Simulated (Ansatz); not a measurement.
The starting structures come from a database of crystals and need not be the phases stable at ambient conditions.

Tunnelling through a barrier is set by its complex band structure: the current falls as exp(−2κd) with the smallest κ.

```
HgO
1.0
    3.66219     0.00000     0.00000
   -1.83110     3.17155     0.00000
    0.00000     0.00000     8.84122
Hg O
3 3
Cartesian
  0.84775   0.00000   0.00000
 -0.42388   0.73417   5.89415
  1.40722   2.43738   2.94707
  2.02612   0.00000   4.42061
 -1.01306   1.75467   1.47354
  0.81803   1.41688   7.36768
```

The cell was relaxed by PBE-D3(BJ); by PBEsol it stands under a pressure of -2.9 GPa.

Transport runs along the normal of the first two printed cell vectors, the (001) plane of the conventional cell.

The gap is the functional's own. No spin-orbit coupling. Mid-gap values are those at the computed energy nearest the middle.

State the band gap and the smallest decay constant κ at mid-gap according to PBEsol in Ansatz (an electronic-structure program).

Gap 1.38 eV on a 12×12×4 mesh; κ = 0.327 1/Å, at (0.083, 0.083) of the in-plane reciprocal vectors. At the zone centre the slowest state has κ = 0.33 1/Å.
